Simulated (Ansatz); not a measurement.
A computed series for hypothetical diamond Na: response to strain

Take Na in the diamond structure (space group Fd-3m, No. 227; a = 7.584 Å; a hypothetical phase, not in the database extracts checked; relaxed with 0.1 eV smearing) as the base. Axes: x, y, z lie along the cube axes.

Strains are applied to the cell and any free atomic positions relax.

Levels (all Ansatz, a program for electronic structure, PAW): PBE (420 eV, scalar-relativistic without spin-orbit coupling); PBEsol (420 eV, scalar-relativistic without spin-orbit coupling).

The base cell above is that of PBE; each level relaxes its own structures.

Notes on the quantities. energy relative to the base: free energy F.

| case | energy relative to the base, PBE | energy relative to the base, PBEsol |
|---|---|---|
| isotropic strain −2.35 % | +2.7 meV/atom | +2.8 meV/atom |
| tensor shear ε_xz = −0.51 % | -0.1 meV/atom | -0.1 meV/atom |
| strain tensor (xx, yy, zz, yz, xz, xy) = (−0.55, −1.48, −0.59, +0.11, −0.12, +0.51) % | +0.2 meV/atom | +0.2 meV/atom |
| tensor shear ε_yz = −0.68 % | -0.2 meV/atom | -0.2 meV/atom |

The two levels differ by at most about 0.3 meV/atom. They put the cases in the same order.

No phonon test of stability was made.
